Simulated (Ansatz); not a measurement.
Base system: YN in the rock salt structure (space group Fm-3m, No. 225).

```cif
data_N4Y4
_chemical_formula_sum 'Y4 N4'
_space_group_name_H-M_alt 'Fm-3m'
_space_group_IT_number 225
_space_group_name_Hall '-F 4 2 3'
_cell_length_a 4.81980
_cell_length_b 4.81980
_cell_length_c 4.81980
_cell_angle_alpha 90.000
_cell_angle_beta 90.000
_cell_angle_gamma 90.000
loop_
_atom_site_label
_atom_site_type_symbol
_atom_site_symmetry_multiplicity
_atom_site_Wyckoff_symbol
_atom_site_fract_x
_atom_site_fract_y
_atom_site_fract_z
_atom_site_occupancy
Y1 Y 4 a 0.00000 0.00000 0.00000 1
N1 N 4 b 0.50000 0.50000 0.50000 1
```
(The calculation used a cell of 2 atoms; values per cell refer to that cell.)

Computed with Ansatz (a quantum-chemistry and plane-wave program), LDA, PAW, cutoff 420 eV, without spin-orbit coupling.

For the base:

The pressure is 0.0 GPa and the band gap is zero.

One thing is altered: the cell is scaled by 0.9850 in all directions; the atoms relax in the strained cell.

Problem. What happens to the energy relative to the base, pressure and band gap?

Solution. The energy goes up by 17 meV/atom; the pressure goes from zero to 9.1 GPa; the band gap is still zero.

A case with no gap was solved on a k-mesh chosen for an insulator, which is coarse for it. Whether these cells are dynamically stable was not tested. All final runs are without spin polarisation. Gaps under 0.05 eV, about the width of the smearing, are given as zero. The zero or small gap of YN can change with the level of theory.
